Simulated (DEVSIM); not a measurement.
Device: Ru/SiON/p-In0.53Ga0.47As capacitor, at 300 K.

```
layer (left to right)        material  thickness (nm)  Na (cm⁻³)
---------------------  --------------  --------------  ---------
1                                SiON            5.40          -
2                      In0.53Ga0.47As            4500     1.6e16
```

Metal gate on the left, work function 4.7 eV. Fixed charge at the semiconductor interface 1.2e12 cm⁻² (in units of +e); interface traps 7.8e10 cm⁻² eV⁻¹, uniform in energy, neutral level at 0.3 of the gap above the valence band.

This is a model device: material constants are rounded textbook-type values typed into the input, and sizes, dopings and lifetimes were drawn at random. Values at 300 K.

| parameter | SiON | In0.53Ga0.47As |
|---|---|---|
| gap (eV) | 7 | 0.74 |
| affinity (eV) | 1.4 | 4.51 |
| permittivity | 5.5 | 13.9 |
| Nc (cm⁻³) | - | 2.1e17 |
| Nv (cm⁻³) | - | 7.7e18 |

DEVSIM, 1D Poisson equation in equilibrium, Boltzmann statistics, complete ionisation; no quantum confinement or tunnelling. Metal contacts follow the ideal Schottky-Mott rule: no Fermi-level pinning, no interface dipoles.

The interface trap density was swept, all else fixed.

```csv
interface trap density (cm^-2 eV^-1),minimum of the low-frequency capacitance (μF/cm²),flat-band voltage (V),threshold voltage (band bending 2φF) (V)
0,0.0612,-0.60,-0.03
1e10,0.0626,-0.60,-0.03
7.8e10,0.0716,-0.60,-0.02
1e11,0.0745,-0.60,-0.02
3e11,0.100,-0.61,0.00
1e12,0.180,-0.61,0.05
2e12,0.270,-0.63,0.13
```

From the first row to the last the minimum of the low-frequency capacitance goes from 0.0612 to 0.270. From the first row to the last the flat-band voltage goes from -0.60 to -0.63.
